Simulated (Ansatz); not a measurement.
Partial pair distribution functions of a relaxed model of amorphous Si30N36C3, broadened by 0.06 Å; density 2.98 g/cm³. Calculation: PBE, scalar-relativistic without spin-orbit coupling (plane waves to 420 eV, PAW; Ansatz, a program for electronic structure).

A CHGNet melt-quench gave the starting glass, which DFT then relaxed. N atoms were pushed apart under 1.9 Å during the dynamics, to hinder bonds among them. The hot cell started wider than the set density and was brought back towards it in steps. It is the lowest in DFT energy of 2 quenches. It is a model cell: composition and starting density were chosen by hand, and all elements were melted together. No dispersion term was used. Its density started from a set value of 2.98 and ended at 2.98 g/cm³. The quench (nominally 380 K/ps over its main leg) was far faster than any real one, so the model tends to hold more defects than a real film. Values belong to this one cell and scatter from quench to quench. The volume was held where the preparation left it, at a PBE pressure of 3.3 GPa. Stress components on the final sampling reach 5.4 GPa. On a 2×2×2 Γ-centred mesh force components of up to 0.20 eV/Å stay, since the relaxation ran on the zone centre alone.

```json
[
 {"r (Å)": "1.45", "g Si-N": "0.01", "g Si-Si": "0.00", "g N-N": "0.00"},
 {"r (Å)": "1.55", "g Si-N": "0.37", "g Si-Si": "0.00", "g N-N": "0.00"},
 {"r (Å)": "1.65", "g Si-N": "4.49", "g Si-Si": "0.00", "g N-N": "0.00"},
 {"r (Å)": "1.75", "g Si-N": "9.17", "g Si-Si": "0.00", "g N-N": "0.00"},
 {"r (Å)": "1.85", "g Si-N": "3.98", "g Si-Si": "0.00", "g N-N": "0.00"},
 {"r (Å)": "1.95", "g Si-N": "1.04", "g Si-Si": "0.00", "g N-N": "0.00"},
 {"r (Å)": "2.05", "g Si-N": "0.40", "g Si-Si": "0.00", "g N-N": "0.00"},
 {"r (Å)": "2.15", "g Si-N": "0.16", "g Si-Si": "0.00", "g N-N": "0.00"},
 {"r (Å)": "2.25", "g Si-N": "0.01", "g Si-Si": "0.02", "g N-N": "0.02"},
 {"r (Å)": "2.35", "g Si-N": "0.00", "g Si-Si": "0.38", "g N-N": "0.28"},
 {"r (Å)": "2.45", "g Si-N": "0.04", "g Si-Si": "0.60", "g N-N": "0.65"},
 {"r (Å)": "2.55", "g Si-N": "0.13", "g Si-Si": "0.69", "g N-N": "1.05"},
 {"r (Å)": "2.65", "g Si-N": "0.33", "g Si-Si": "1.27", "g N-N": "1.80"},
 {"r (Å)": "2.75", "g Si-N": "0.49", "g Si-Si": "1.69", "g N-N": "3.27"},
 {"r (Å)": "2.85", "g Si-N": "0.53", "g Si-Si": "2.01", "g N-N": "3.42"},
 {"r (Å)": "2.95", "g Si-N": "0.43", "g Si-Si": "2.62", "g N-N": "3.32"},
 {"r (Å)": "3.05", "g Si-N": "0.66", "g Si-Si": "3.03", "g N-N": "2.08"},
 {"r (Å)": "3.15", "g Si-N": "0.68", "g Si-Si": "2.47", "g N-N": "0.98"},
 {"r (Å)": "3.25", "g Si-N": "0.67", "g Si-Si": "1.45", "g N-N": "0.69"},
 {"r (Å)": "3.35", "g Si-N": "1.04", "g Si-Si": "0.85", "g N-N": "0.32"},
 {"r (Å)": "3.45", "g Si-N": "1.18", "g Si-Si": "0.58", "g N-N": "0.23"},
 {"r (Å)": "3.55", "g Si-N": "1.22", "g Si-Si": "0.37", "g N-N": "0.49"},
 {"r (Å)": "3.65", "g Si-N": "1.21", "g Si-Si": "0.28", "g N-N": "0.78"},
 {"r (Å)": "3.75", "g Si-N": "1.36", "g Si-Si": "0.33", "g N-N": "0.53"},
 {"r (Å)": "3.85", "g Si-N": "0.99", "g Si-Si": "0.44", "g N-N": "0.42"},
 {"r (Å)": "3.95", "g Si-N": "1.15", "g Si-Si": "0.57", "g N-N": "0.41"},
 {"r (Å)": "4.05", "g Si-N": "1.36", "g Si-Si": "1.06", "g N-N": "0.63"},
 {"r (Å)": "4.15", "g Si-N": "1.36", "g Si-Si": "0.92", "g N-N": "0.79"},
 {"r (Å)": "4.25", "g Si-N": "1.52", "g Si-Si": "0.85", "g N-N": "0.78"},
 {"r (Å)": "4.35", "g Si-N": "1.52", "g Si-Si": "0.86", "g N-N": "0.66"},
 {"r (Å)": "4.45", "g Si-N": "1.41", "g Si-Si": "0.78", "g N-N": "0.77"},
 {"r (Å)": "4.55", "g Si-N": "1.31", "g Si-Si": "1.06", "g N-N": "1.00"}
]
```

Within 2.24 Å each Si has 3.60 N neighbours on average.
